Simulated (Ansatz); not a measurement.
TiB2 (model structure, started from the MoSi2 type, I4/mmm, No. 139, 3 atoms in the cell), treated with LDA (Ansatz, a program for electronic structure, PAW).

Run with plane-wave cutoff 520 eV, 28×28×28 k mesh, Fermi–Dirac smearing 0.05 eV, no spin polarisation, scalar-relativistic PAW data made under PBE.

Cell (relaxed at this level):

Space group I4/mmm (No. 139); a = 3.138 Å, b = 3.138 Å, c = 5.909 Å, α = 90.00°, β = 90.00°, γ = 90.00°

```csv
atom,site,symmetry,x,y,z
Ti,2a,4/mmm,0.0000,0.0000,0.0000
B,4e,4mm,0.0000,0.0000,0.3680
```
(The calculation used a cell of 3 atoms; values per cell refer to that cell.)

Question: What does this level give for the bulk modulus?

Answer: 
bulk modulus: 180 GPa

Note: the run has no spin polarisation, so it can have missed a magnetic state; the bulk modulus is −V dP/dV from two relaxed cells at ±2 % in volume; the relaxation could raise the start's symmetry but not lower it, so the cell can be a saddle point.

Computed values are for the static lattice.

A model structure was made by putting elements into a prototype or built by hand; it is no filed structure, need not be a known phase, and can be a saddle point held by its symmetry.
